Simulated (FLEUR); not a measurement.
Band structure of Si₂W (I4/mmm, 3 atoms in the cell).

```
CELL_PARAMETERS angstrom
     -1.57297     1.57297     3.81755
      1.57297    -1.57297     3.81755
      1.57297     1.57297    -3.81755
ATOMIC_POSITIONS crystal
  Si 0.33499 0.33499 0.00000
  Si 0.66501 0.66501 0.00000
  W  0.00000 0.00000 0.00000
```

Level of theory: PBE, all-electron FLAPW (FLEUR), scalar-relativistic valence in FLEUR.

Settings: Kmax = 3.5 1/bohr; GmaxXC = 10.5 1/bohr; xcFunctional = pbe; jspins = 1; l_soc = F; mode = hist; fermiSmearingEnergy = 0.00183747 Htr; mesh (inpgen div1-3) = 15 15 15; inpgen gamma flag = false; Gmax = 10.5 1/bohr; numbands = 0; maxIterBroyd = 25; imix = Anderson; alpha = 0.05.

The starting cell comes from a database of computed structures (which also holds hypothetical and non-ambient phases and stackings), without a prior relaxation at this level. Its lattice was rescaled by a random factor within 2.5 % of one. Spin-orbit coupling is off. Spin polarisation is off. Values depend on the basis (sphere radii, cutoffs, local orbitals), which need not be converged.

Levels in eV from the Fermi level, bands 8 to 15:
```
point      8      9     10     11     12    13    14    15
-----  -----  -----  -----  -----  -----  ----  ----  ----
Γ      -3.57  -3.04  -3.04   0.63   2.72  3.22  3.25  3.25
X      -5.43  -5.26  -3.50  -1.76   3.18  3.30  3.49  4.26
Y      -5.36  -4.11  -3.34  -2.40   2.27  2.29  3.41  5.60
S      -3.28  -2.92  -2.56  -0.39   1.85  2.64  3.69  4.72
Z      -2.74  -0.83  -0.83  -0.52  -0.52  0.85  4.92  5.80
S1     -3.28  -2.92  -2.56  -0.39   1.85  2.64  3.69  4.72
N      -5.04  -3.03  -2.97  -0.52   2.93  3.00  4.17  5.09
P      -6.82  -3.04  -2.52  -2.52   0.36  3.30  4.03  4.32
Y1     -5.36  -4.11  -3.34  -2.40   2.27  2.29  3.41  5.60
```
